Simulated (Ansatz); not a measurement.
Functionals compared on a constructed model of the (100) surface of fcc Ir, a pseudomorphic layer of Al in the host's stacking (bottom of the slab: a bare face, its two planes held), in Ansatz (plane waves, PAW). The structure was relaxed with PBE; the other rows are single points on it. Cutoff 420 eV (500 eV for r2SCAN).

Model: 7-atom slab, 11.6 Å thick at the start, 14x14x1 mesh, Fermi-Dirac 0.1 eV, dipole correction, 2 atoms held, the rest relaxed; symmetry of the start imposed; no spin, no spin-orbit, no U. It is one candidate, not shown to be the stable structure of the face. These notes are the PBE run's.

| functional | work function of the top face (eV) | rough cost of the single point |
|---|---|---|
| PBE | 4.81 | – |
| RPBE | (withheld) | very roughly 22 core-seconds |
| r2SCAN | 4.88 | around 40 core-seconds (rough) |

Q: What belongs in the gaps?

A: 
- RPBE, work function of the top face (eV): 4.74

Ansatz is a quantum-chemistry and plane-wave program.
